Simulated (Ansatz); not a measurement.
We consider rock-salt NaH, described by revPBE (Ansatz, an electronic-structure program, plane waves, PAW).

Run with plane-wave cutoff 520 eV, 12×12×12 k mesh, Fermi–Dirac smearing 0.01 eV, scalar-relativistic PAW data made under PBE.

The cell is scaled about its equilibrium volume:

```csv
V (Å³/atom),P (GPa),direct gap at Γ (eV),smallest gap on the k mesh (eV)
13.974,1.44,14.148,3.961
14.271,0.91,13.905,3.926
14.569,0.44,13.670,3.892
14.866,0.00,13.443,3.859
15.163,-0.39,13.224,3.827
15.460,-0.75,13.012,3.795
15.758,-1.08,12.807,3.765
```

The fundamental gap (3.86 eV at the equilibrium volume, with added k points) lies elsewhere than Γ–Γ.
